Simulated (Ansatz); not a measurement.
Start from SiO2 in the rutile structure (space group P4_2/mnm, No. 136; a = 4.155 Å, c = 2.661 Å).

Method: LDA (Ansatz, a quantum-chemistry and plane-wave program; PAW; 420 eV plane waves; no SOC).

Base values:

| Item | Result |
|---|---|
| Valley order | Γ 5.81 eV; A (1/2, 1/2, 1/2) 7.19 eV |

Now apply this change: every lattice vector is shortened by 1.80 %, atoms relaxed at fixed cell.

What happens to the valley order?

The valley order (the lowest conduction-band minima on the path, energy above the VBM, named in the base's zone) becomes Γ 6.68 eV; A (1/2, 1/2, 1/2) 7.75 eV (base: Γ 5.81 eV; A (1/2, 1/2, 1/2) 7.19 eV).

What does the calculation give for the mean gap deformation potential ΔEg/Δln V after the change?

The mean gap deformation potential ΔEg/Δln V comes out as -15.9 eV.

The cells carry an imposed strain or load. Stability against distortions was not tested.
